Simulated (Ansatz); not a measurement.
The starting structures come from a database of crystals and need not be the phases stable at ambient conditions.

Evanescent states of TiTl$_{2}$F$_{6}$ (P-3m1, not sure to be the ambient phase, 9 atoms a cell, 18.4 Å³ an atom, -4 GPa at this level) along the normal of (110)

The numbers are results of r2SCAN (plane waves, PAW; Ansatz, a quantum-chemistry and plane-wave program), not measurements.

The gap is the functional's own, uncorrected, and κ follows it; spin-orbit coupling is left out. Mid-gap values are interpolated between the computed energies.

Energies count from the valence-band top; κ is the least over a 6×4 mesh across the current.

```csv
E (eV),κ (1/Å),where
0.11,0.148,off Γ
0.33,0.246,off Γ
0.55,0.306,Γ
0.77,0.342,Γ
0.99,0.370,Γ
1.21,0.391,Γ
1.43,0.408,Γ
1.65,0.421,Γ
1.87,0.431,Γ
2.09,0.438,Γ
2.31,0.443,Γ
2.53,0.445,Γ
2.75,0.445,Γ
2.97,0.443,Γ
3.19,0.439,Γ
3.41,0.432,Γ
3.63,0.424,Γ
3.85,0.413,Γ
4.07,0.399,Γ
4.29,0.381,Γ
4.51,0.335,Γ
```

How thick must the barrier be to attenuate the transmission by 10^8 when the electrodes' Fermi level lies at 4.51 eV, and what attenuation does that film give at 3.63 eV?

d = 8 ln 10 / (2 × 0.335) = 27.5 Å. At 3.63 eV it gives 8 × 0.424/0.335 = 10.1 decades.
